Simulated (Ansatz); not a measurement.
Consider As vacancy in zinc-blende GaAs, charge state +3. The step: a nearby As atom hops onto the vacant site; the atom moves 4.17 Å along (0.00, -0.51, -0.51) of the unit cell; the moving atom starts with neighbours Ga at 2.42, 2 Ga at 2.49, Ga at 2.51 Å and ends with Ga at 2.43, 2 Ga at 2.49, Ga at 2.51 Å. DFT values are from Ansatz (plane-wave PAW, 420 eV unless said) in a cell of 64 host sites, spin-restricted, static, with no finite-size correction. The charge state is imposed; whether it is stable for some Fermi level was not computed. Forms of the defect that were not tried may lie lower. For the PBE band: the program found a first-order saddle point.

```csv
Level,Forward barrier (eV),Cost of the band or of the saddle's single point
"CHGNet universal potential (has no charge state), its own band",0.66,-
"PBE, one k-point at (0.250, 0.250, 0.250), band relaxed",1.82,around 5 core-hours (rough)
"PBE, a 2×2×2 k-point mesh shifted by half a step, same geometries",1.95,around 18 core-minutes (rough)
"r2SCAN at 500 eV, one k-point at (0.250, 0.250, 0.250), same geometries",?,roughly 10 core-minutes
```

Task: What belongs in the gaps?

Result: 
- r2SCAN at 500 eV, one k-point at (0.250, 0.250, 0.250), same geometries, Forward barrier (eV): 2.24

Ansatz is a quantum-chemistry and plane-wave program.
